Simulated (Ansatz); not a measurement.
Data:

```
Cs2PbGeBr6
1.0
    0.00000     5.73501     5.73501
    5.73501     0.00000     5.73501
    5.73501     5.73501     0.00000
Cs Pb Ge Br
2 1 1 6
Direct
  0.75000   0.75000   0.75000
  0.25000   0.25000   0.25000
  0.00000   0.00000   0.00000
  0.50000   0.50000   0.50000
  0.25880   0.74120   0.74120
  0.74120   0.25880   0.25880
  0.74120   0.74120   0.25880
  0.25880   0.25880   0.74120
  0.74120   0.25880   0.74120
  0.25880   0.74120   0.25880
```

No spin polarisation.

Calculations: plane-wave PAW DFT at the r2SCAN level (Ansatz, a quantum-chemistry and plane-wave program, 500 eV), without spin-orbit coupling. Settings: 5×5×5 k-points, 0.05 eV Fermi–Dirac smearing.

Predict the band gap, gap character and valence-band top at Γ.


- Band gap: 1.36 eV
- Gap character (in this cell's own zone, which can be folded): direct at Γ
- Valence-band top at Γ (three highest levels, from the VBM): 0.00, -1.93, -1.93 eV

These are small ordered cells, not random alloys; other orderings at the same x differ. With Pb present, leaving out spin-orbit coupling can change the band edges. Stability against distortions was not tested. The cell was made from CsPbBr3 by this change: x(Ge) = 0.5, 10 atoms, Fm-3m. Many cubic perovskites are stable only at high temperature; tilts and polar distortions were not tested.
